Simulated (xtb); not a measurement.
xtb 6.7.1, GFN2-xTB: Ni(Br)(acac)(OH2)2 (CC1=CC(C)=[O]->[Ni](<-[OH2])(<-[OH2])([Br])[O]1), charge 0, multiplicity 3, 22 atoms. The geometry is a generated start, not checked to be a minimum at this level.

| Property | Result |
|---|---|
| run flags | --grad |
| method | GFN2-xTB |
| --acc | 1 (default) |
| --etemp (K) | 300 (default) |
| basis functions | 67 |
| valence electrons | 72 |

```xyz
22

Ni    -0.1319    -1.7434     0.0124
Br     1.5074    -2.8604    -1.0174
C     -0.4945     2.0669    -1.9652
C     -0.1400     1.0630    -0.8888
C      0.7046     1.4799     0.1445
C      1.1522     0.6375     1.1744
C      2.0939     1.2179     2.2066
O      0.8375    -0.5670     1.3222
O     -0.6484    -0.0840    -1.0099
H     -0.0449     3.0348    -1.7742
H     -0.1494     1.6873    -2.9256
H     -1.5777     2.1689    -2.0186
H      1.0665     2.4946     0.1274
H      3.0238     0.6511     2.1875
H      2.3008     2.2659     2.0207
H      1.6571     1.0966     3.1962
O     -1.7377    -2.8257    -1.3104
H     -1.1800    -3.5141    -1.6956
H     -1.8681    -2.1581    -1.9954
O     -1.7813    -2.1816     1.4650
H     -2.4795    -2.5823     0.9315
H     -2.1105    -1.3476     1.8125
```

Charge 0 and multiplicity 3 are set for this test and not shown to be the ground state. GFN-xTB has no spin term: --uhf 2 sets the occupations alone.

One run each on 1 thread. Values of broydamp tried: 0.02, 0.05, 0.1, 0.2, 0.4 (default), 0.6, 0.8, 1.

### Question
Which value of broydamp needs the fewest SCC iterations, and what happens away from it?

### Answer
Fewest SCC iterations, within one of each other: 0.2 with 20, 0.4 (default) with 19. The count rises to 35 at 0.02. All converge to one solution.

```
broydamp       SCC iterations            end
-------------  --------------  -------------
0.02                       35  same solution
0.05                       28  same solution
0.1                        24  same solution
0.2                        20  same solution
0.4 (default)              19  same solution
0.6                        25  same solution
0.8                        27  same solution
1                          29  same solution
```
